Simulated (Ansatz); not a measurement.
# ScAgSe2: pressure series

Take ScAgSe$_{2}$ (space group P-3m1, No. 164; a = 3.8966 Å, c = 6.6270 Å; a cell from a computed database, its experimental status unchecked) as the base.

Cell and atoms are relaxed at each pressure.

Method: plane-wave PAW DFT at the r2SCAN level (Ansatz, a program for electronic structure, 500 eV), scalar-relativistic without spin-orbit coupling, earlier PAW set.

Notes on the quantities. enthalpy: H = E + PV relative to the base's energy.

```
variant           volume per atom  band gap  smallest direct gap       enthalpy
----------------  ---------------  --------  -------------------  -------------
base                     21.79 Å³   0.98 eV              1.51 eV              –
pressure −2 GPa          22.48 Å³   1.08 eV              1.61 eV  -0.28 eV/atom
pressure −1 GPa          22.12 Å³   1.03 eV              1.56 eV  -0.14 eV/atom
pressure 0.3 GPa         21.69 Å³   0.97 eV              1.50 eV  +0.04 eV/atom
pressure 0.7 GPa         21.57 Å³   0.95 eV              1.48 eV  +0.09 eV/atom
pressure 1.5 GPa         21.34 Å³   0.91 eV              1.45 eV  +0.20 eV/atom
pressure 3 GPa           20.94 Å³   0.84 eV              1.38 eV  +0.40 eV/atom
pressure 5 GPa           20.46 Å³   0.76 eV              1.30 eV  +0.66 eV/atom
pressure 7.5 GPa         19.94 Å³   0.66 eV              1.21 eV  +0.97 eV/atom
pressure 10 GPa          19.48 Å³   0.57 eV              1.12 eV  +1.28 eV/atom
```

Load acts through the strain it causes; cell and atoms are relaxed under it. Whether these cells are dynamically stable was not tested. No other phases were tried under pressure. The final runs are not spin-polarised.
